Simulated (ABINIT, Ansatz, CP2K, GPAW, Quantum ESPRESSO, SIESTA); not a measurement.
CuI₂ (P4/mmm, 3 atoms in the cell) computed with different codes at matched settings

Self-consistent single point.

```yaml
crystal:
  lattice:
    - [5.07453, 0.00000, 0.00000]
    - [0.00000, 5.07453, 0.00000]
    - [0.00000, 0.00000, 4.43420]
  atoms:
    - { symbol: Cu, position: [0.00000, 0.00000, 0.00000] }
    - { symbol: I, position: [0.00000, 0.50000, 0.00000] }
    - { symbol: I, position: [0.50000, 0.00000, 0.00000] }
```

All programs got the same cell, k-point mesh and kind of occupations (in Ansatz's words: kpoints.mp_grid.grid = 7 7 8; scf.occupations.method = gaussian; scf.occupations.width = 0.02 Ry); potentials, basis and cutoffs are each program's usual ones.

```json
[
 {"code": "SIESTA", "model": "GGA PBEsol, numerical atomic orbitals DZP, PseudoDojo PBEsol standard norm-conserving potentials (rewritten from UPF to PSML)", "pressure (GPa)": "0.27", "k-points": "200", "cutoff": "grid 400 Ry"},
 {"code": "ABINIT", "model": "PBEsol, PAW (JTH v2.0 PBE PAW, files made for PBE)", "pressure (GPa)": "1.51", "k-points": "50", "cutoff": "30 Ha"},
 {"code": "Quantum ESPRESSO", "model": "PBEsol, PSlibrary PAW (PBE) pseudopotentials", "pressure (GPa)": "1.21", "k-points": "50", "cutoff": "50 Ry"},
 {"code": "GPAW", "model": "PBEsol, GPAW PAW datasets PBEsol (made by gpaw-setup)", "pressure (GPa)": "1.61", "k-points": "50", "cutoff": "850 eV"},
 {"code": "Ansatz", "model": "PBEsol, PAW files made with PBE", "pressure (GPa)": "1.17", "k-points": "50", "cutoff": "30.9 Ry"},
 {"code": "CP2K", "model": "PBEsol, GPW, DZVP-MOLOPT-SR-GTH basis, GTH-PBE potentials (GTH_POTENTIALS)", "pressure (GPa)": "2.52", "k-points": "197", "cutoff": "grid 600 Ry"}
]
```

The spread over the programs that give each value: pressure within 2.25 GPa.

The starting cell comes from a database of computed structures (which also holds hypothetical and non-ambient phases and stackings), without a prior relaxation at this level. Its lattice was rescaled by a random factor within 2.5 % of one. On Ansatz's run: Spin-orbit coupling is off. Spin polarisation is off; with an odd number of electrons in the cell that forces a metal, and a magnetic state may lie lower.

**Question.** Why do the programs differ, and what cannot be compared?

**Answer.** Differences of this kind can come from the potentials, where these differ, and from what each basis and cutoff leave unconverged. The valence holds different numbers of electrons (SIESTA 33, ABINIT 33, Quantum ESPRESSO 25, GPAW 25, Ansatz (a quantum-chemistry and plane-wave program) 53, CP2K 25). The zero of total energies and Fermi levels follows the potentials and each program's conventions, so they are not compared here. SIESTA and CP2K use small atom-centred bases, whose incompleteness enters pressures, forces and empty levels differently from a plane-wave cutoff. Ansatz's pressure is given at a fixed set of plane waves, as the other plane-wave codes print theirs; with its correction for the finite basis it is 1.20 GPa. Ansatz's smearing width was typed in Ry to four decimals, so it matches the others to a few per cent. The programs reduce the same mesh by symmetry to different extents, which changes the work and not the result. In the pressure, SIESTA (by 1.10) and CP2K (by 1.15) lie more than 1 GPa from the median of the plane-wave programs.

Left out of this page: Elk and FLEUR (not drawn, or without a comparable value).

Keys are those of Ansatz 0.2.
